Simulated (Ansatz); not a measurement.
# How far PBE and PBEsol part for hypothetical diamond Ta

Base system: Ta in the diamond structure (space group Fd-3m, No. 227; a = 6.1039 Å; a hypothetical phase, not in the database extracts checked).

(Cell as relaxed with PBE.)

Levels (all Ansatz, a first-principles code, PAW): PBE (420 eV, scalar-relativistic without spin-orbit coupling); PBEsol (420 eV, no spin-orbit coupling).

Each level relaxes its own structure.

```tsv
quantity	PBE	PBEsol
volume per atom	28.43 Å³	[?]
lattice parameter a	6.104 Å	[?]
band gap	zero	[?]
```

Task: Given the PBE results, estimate those of PBEsol.

Result: 
- volume per atom, PBEsol: 27.05 Å³
- lattice parameter a, PBEsol: 6.003 Å
- band gap, PBEsol: zero

PBE's volume per atom lies 1.38 Å³ above PBEsol's (5.1 %); PBE's lattice parameter a lies 0.1005 Å above PBEsol's (1.7 %); the two agree on the band gap. Neither level is exact; PBEsol is the comparison here, not a measurement.

Whether these cells are dynamically stable was not tested. The final runs are not spin-polarised. Ta has a high density of states at the Fermi level and may be magnetic at this level.
